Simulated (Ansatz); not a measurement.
**Convergence study of the k-point mesh at a smearing width of 0.05 eV for Mo (Im-3m, 1 atom in the cell)**

```
CELL_PARAMETERS angstrom
     -1.56713     1.56713     1.56713
      1.56713    -1.56713     1.56713
      1.56713     1.56713    -1.56713
ATOMIC_POSITIONS crystal
  Mo 0.00000 0.00000 0.00000
```

Level of theory: LDA (PW92), PAW files made with PBE (plane waves; Ansatz, an electronic-structure program).

Base settings: basis.ecutwfc = 30.9 Ry; kpoints.mp_grid.grid = 15 15 15; hamiltonian.xc = lda; hamiltonian.pseudopotentials = {kind: paw} (the program's default PAW files); scf.occupations.method = fermi_dirac; scf.occupations.width = 0.0073 Ry.

In this ladder: scf.occupations.width = 0.0037 Ry.

The second cell is the first with its lattice scaled by 0.98.

Only quantities that move along the ladder and can be compared are tabulated.

The count of work is k-points × plane waves × bands × iterations; it is no time. 

The starting cell has typed, rounded lattice constants, without a prior relaxation at this level. Its lattice was rescaled by up to half a per cent. Spin polarisation is off. In the base run, with a pressure of about -6 GPa the cell is away from its equilibrium volume at this level. Ansatz's pressure includes its estimate of the finite-basis (Pulay) stress.

Steps (kpoints.mp_grid.grid): 5 5 5; 6 6 6; 8 8 8; 9 9 9; 11 11 11; 13 13 13; 16 16 16; 19 19 19; 24 24 24; 29 29 29; 35 35 35.

### Question
What is the coarsest kpoints.mp_grid.grid that holds the energy of the compressed cell less the first within 1 meV/atom of the last step, with all finer ones?

### Answer
19 19 19, at 0.19 of the last step's count of work; the step before is off by 1.4 meV/atom.

### Question
What is the coarsest kpoints.mp_grid.grid that holds the free energy within 5 meV/atom of the last step, with all finer ones?

### Answer
13 13 13, at 0.074 of the last step's count of work; the step before is off by 23 meV/atom.

### Question
What is the coarsest kpoints.mp_grid.grid that holds the pressure within 0.5 GPa of the last step, with all finer ones?

### Answer
6 6 6, at 0.014 of the last step's count of work; the step before is off by 2.6 GPa.

```tsv
kpoints.mp_grid.grid	free energy less the last step's (meV/atom)	energy of the compressed cell less the first (meV/atom)	pressure (GPa)	count of work / last
5 5 5	-39.04	-0.68	-8.62	0.010
6 6 6	-63.40	14.54	-6.33	0.014
8 8 8	23.23	16.42	-5.65	0.025
9 9 9	-16.59	14.05	-6.35	0.031
11 11 11	22.50	13.63	-5.97	0.049
13 13 13	-4.10	12.97	-6.41	0.074
16 16 16	-4.53	13.79	-6.25	0.13
19 19 19	-0.34	14.37	-6.15	0.19
24 24 24	0.06	15.04	-6.07	0.36
29 29 29	0.87	15.46	-6.01	0.60
35 35 35	0.00	15.18	-6.05	1.0
```

Two neighbours can agree and both be off: 13 13 13 and 16 16 16 differ by 0.43 meV/atom in the free energy, yet lie about 4.5 meV/atom from the last step.

Keys are those of Ansatz 0.2.
